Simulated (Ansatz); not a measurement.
**A computed series for Ti3AlC2: pressure series**

The reference is Ti3AlC2 (space group P6_3/mmc, No. 194; a = 3.051 Å, c = 18.500 Å).

Cell and atoms are relaxed at each pressure.

Computed with PBEsol, PAW, 420 eV (Ansatz, a program for electronic structure; without spin-orbit coupling).

```tsv
P (GPa)	V (Å³/atom)
-1.99	12.580
-1.00	12.501
0.29	12.404
0.69	12.375
1.50	12.317
2.99	12.213
4.99	12.082
7.50	11.926
9.99	11.781
```

### Question
Fit a third-order Birch–Murnaghan equation of state.

### Answer
Least squares on P(V) = (3B₀/2)[(V₀/V)^(7/3) − (V₀/V)^(5/3)]·[1 + (3/4)(B₀′ − 4)((V₀/V)^(2/3) − 1)] gives V₀ = 12.43 Å³/atom, B₀ = 167 GPa and B₀′ = 4.4.

Load acts through the strain it causes; cell and atoms are relaxed under it. Stability against distortions was not tested. No other phases were tried under pressure. All final runs are without spin polarisation.
